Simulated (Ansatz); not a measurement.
Base system: SiC (space group P6_3mc, No. 186; a = 3.078 Å, c = 10.076 Å).

Method: PBEsol (Ansatz, an electronic-structure program), spin-orbit coupling left out.

Strains are applied to the cell and any free atomic positions relax.

One change was made to it. Results:

| quantity | base | after |
|---|---|---|
| mean gap deformation potential ΔEg/Δln V | – | -0.2 eV |
| pressure (mean of the normal stresses, compression positive) | -0.01 GPa | -4.77 GPa |
| energy relative to the base (free energy F) | 0 meV/atom | +3.6 meV/atom |

### Question
What was done to the base?
A) isotropic strain +2.25 %
B) isotropic strain +0.75 %
C) isotropic strain +3.00 %
D) isotropic strain +1.50 %

### Answer
B, isotropic strain +0.75 %. For comparison, the energy relative to the base in the other runs: isotropic strain +1.50 % gives +14 meV/atom; isotropic strain +3.00 % gives +53 meV/atom; isotropic strain +2.25 % gives +31 meV/atom.

No phonon test of stability was made.
